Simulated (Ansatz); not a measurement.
Given:

```yaml
crystal:
  lattice:
    - [0.00000, 2.59793, 2.59793]
    - [2.59793, 0.00000, 2.59793]
    - [2.59793, 2.59793, 0.00000]
  atoms:
    - { symbol: P, position: [0.75000, 0.75000, 0.75000] }
    - { symbol: Ga, position: [0.00000, 0.00000, 0.00000] }
```

No spin polarisation.

Computed with PBEsol/PAW in Ansatz (an electronic-structure program), spin-orbit coupling left out, earlier PAW set. Settings: 11×11×11 k-points, 0.05 eV Fermi–Dirac smearing.

**Question.** Predict the smallest direct gap, electron mass, band gap and pressure.

**Answer.** 
* **Smallest direct gap**: 2.95 eV
* **Electron mass**: 1.4 mₑ along k, 0.21 mₑ across (off the special points)
* **Band gap**: 1.16 eV
* **Pressure**: 157.6 kbar

The cells carry an imposed strain or load. Effective masses come from finite differences of ±0.01 Å⁻¹. Along k means along the line from Γ to the band edge. No phonon test of stability was made. The cell was made from GaP in the zinc blende structure (space group F-43m, No. 216) by this change: isotropic strain −4.47 %.
